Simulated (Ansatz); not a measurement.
## Ag2S (within 0.1 Å of Cmcm, No. 63, 12 atoms in the cell; start mp-1102900)

Method: dielectric-dependent PBEsol hybrid (Ansatz, a program for electronic structure, plane waves, PAW).

Settings: plane-wave cutoff 460 eV, 6×4×4 k mesh (along the axes of the cell as run), Fermi–Dirac smearing 0.01 eV, no spin polarisation, scalar-relativistic PAW data made under PBE.

Cell (relaxed with PBEsol):

```xyz
12
Lattice="4.1709 0.0000 0.2103 0.0000 7.2092 0.0000 -3.5532 0.0000 7.5581" Properties=species:S:1:pos:R:3 pbc="T T T"
Ag     1.5072     0.0000     5.8811
Ag    -0.8895     7.2091     1.8873
Ag    -2.6661     3.6046     5.6663
Ag     3.2838     3.6045     2.1021
Ag    -0.3256     1.8023     4.2654
Ag     0.9433     5.4068     3.5029
Ag    -0.8333     5.4069     7.2820
Ag     1.4510     1.8023     0.4864
S      0.1568     1.8027     6.6886
S      0.4610     5.4065     1.0797
S     -1.3156     5.4072     4.8588
S      1.9334     1.8019     2.9096
```

```yaml
band_gap: 1.59 eV (on the SCF k mesh)
```

Note: cell and atoms aren't relaxed at this level (pressure 0.4 GPa).

Spin–orbit coupling is not included.

Static lattice: no zero-point or thermal effects.

Computing time: about 25 core-minutes (a rough figure).

A start named mp-… is a Materials Project structure, which need not be a measured phase.
